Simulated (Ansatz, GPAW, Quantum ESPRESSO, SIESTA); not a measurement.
One structure in several programs: YMg6Al (Amm2, 8 atoms in the cell)

Self-consistent single point.

```
CELL_PARAMETERS angstrom
      5.01794     0.00000     0.00000
      0.00000     3.29184     5.66129
      0.00000    -3.29184     5.66129
ATOMIC_POSITIONS crystal
  Y  0.00000 0.67401 0.67401
  Mg 0.50000 0.32292 0.83828
  Mg 0.50000 0.83828 0.32292
  Mg 0.50000 0.33255 0.33255
  Mg 0.00000 0.16159 0.67523
  Mg 0.00000 0.67523 0.16159
  Mg 0.00000 0.16450 0.16450
  Al 0.50000 0.83091 0.83091
```

Shared settings, as Ansatz (a quantum-chemistry and plane-wave program) writes them: kpoints.mp_grid.grid = 6 6 6; scf.occupations.method = gaussian; scf.occupations.width = 0.1 eV. Potentials and cutoffs stand in the table.

```tsv
code	model	pressure (GPa)	largest force (eV/Å)	cutoff
GPAW	PBEsol, GPAW PAW datasets PBEsol (made by gpaw-setup)	-0.90	0.039	800 eV
Ansatz	PBEsol, PAW files made with PBE	-0.90	0.038	default
SIESTA	GGA PBEsol, numerical atomic orbitals DZP, PseudoDojo PBEsol standard norm-conserving potentials (rewritten from UPF to PSML)	1.04	0.119	grid 350 Ry
Quantum ESPRESSO	PBEsol, GBRV 1.5 ultrasoft (PBESOL) pseudopotentials	-0.93	0.038	40 Ry
```

Size of the force on each atom (eV/Å): Sizes of forces hide their directions.

```json
[
 {"code": "GPAW", "Y1": "0.023", "Mg2": "0.025", "Mg3": "0.025", "Mg4": "0.018", "Mg5": "0.032", "Mg6": "0.032", "Mg7": "0.039", "Al8": "0.034"},
 {"code": "Ansatz", "Y1": "0.023", "Mg2": "0.026", "Mg3": "0.026", "Mg4": "0.018", "Mg5": "0.032", "Mg6": "0.032", "Mg7": "0.038", "Al8": "0.036"},
 {"code": "SIESTA", "Y1": "0.019", "Mg2": "0.112", "Mg3": "0.112", "Mg4": "0.041", "Mg5": "0.037", "Mg6": "0.037", "Mg7": "0.105", "Al8": "0.119"},
 {"code": "Quantum ESPRESSO", "Y1": "0.020", "Mg2": "0.025", "Mg3": "0.025", "Mg4": "0.018", "Mg5": "0.032", "Mg6": "0.032", "Mg7": "0.038", "Al8": "0.038"}
]
```

The spread over the programs that give each value: pressure within 1.97 GPa; largest force within 0.081 eV/Å.

SIESTA uses small atom-centred bases, whose incompleteness enters pressures, forces and empty levels differently from a plane-wave cutoff. Ansatz's pressure is given at a fixed set of plane waves, as the other plane-wave codes print theirs. In the pressure, SIESTA (by 1.95) lies more than 1 GPa from the median of the plane-wave programs. In the force vectors, SIESTA (by 0.090) lies more than 0.08 eV/Å from the median of the plane-wave programs.

On the base mesh (4 3 3) the same programs gave: Ansatz pressure -0.87 GPa; Quantum ESPRESSO pressure -0.90 GPa; GPAW pressure -0.89 GPa; SIESTA pressure 1.12 GPa.

The starting cell comes from a database of computed structures (which also holds hypothetical and non-ambient phases and stackings), without a prior relaxation at this level.

Left out of this page: CP2K (unsound by tests on forces, stress, charge or solver warnings).

Keys are those of Ansatz 0.2.
